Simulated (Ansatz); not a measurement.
System: YSiO (model structure, started from the ZrSiS type, P4/nmm, No. 129, 6 atoms in the cell). Method: PBEsol (Ansatz, a quantum-chemistry and plane-wave program, PAW).

Run with plane-wave cutoff 520 eV, 16×16×8 k mesh (along the axes of the cell as run), Fermi–Dirac smearing 0.05 eV, scalar-relativistic PAW data made under PBE.

Cell (relaxed at this level):

```cif
data_O2Si2Y2
_chemical_formula_sum 'Y2 Si2 O2'
_space_group_name_H-M_alt 'P4/nmm :1'
_space_group_IT_number 129
_space_group_name_Hall 'P 4ab 2ab -1ab'
_cell_length_a 3.34770
_cell_length_b 3.34770
_cell_length_c 7.97283
_cell_angle_alpha 90.000
_cell_angle_beta 90.000
_cell_angle_gamma 90.000
loop_
_space_group_symop_operation_xyz
  'x, y, z'
  '-y+1/2, x+1/2, z'
  '-x, -y, z'
  'y+1/2, -x+1/2, z'
  'x+1/2, -y+1/2, -z'
  '-y, -x, -z'
  '-x+1/2, y+1/2, -z'
  'y, x, -z'
  '-x+1/2, -y+1/2, -z'
  'y, -x, -z'
  'x+1/2, y+1/2, -z'
  '-y, x, -z'
  '-x, y, z'
  'y+1/2, x+1/2, z'
  'x, -y, z'
  '-y+1/2, -x+1/2, z'
loop_
_atom_site_label
_atom_site_type_symbol
_atom_site_symmetry_multiplicity
_atom_site_Wyckoff_symbol
_atom_site_fract_x
_atom_site_fract_y
_atom_site_fract_z
_atom_site_occupancy
Y1 Y 2 c 0.50000 0.00000 0.32796 1
Si1 Si 2 a 0.00000 0.00000 0.00000 1
O1 O 2 c 0.00000 0.50000 0.38694 1
```

Q: Estimate the bulk modulus that the calculation returns.

A: 
- bulk modulus = 132 GPa

The run finds no gap.

Note: the bulk modulus is −V dP/dV from two relaxed cells at ±2 % in volume; the relaxation could raise the start's symmetry but not lower it, so the cell can be a saddle point.

The computed numbers hold no vibrational or temperature effects.

Computing time: very roughly 9 core-minutes.

A model structure was made by putting elements into a prototype or built by hand; it is no filed structure, need not be a known phase, and can be a saddle point held by its symmetry.
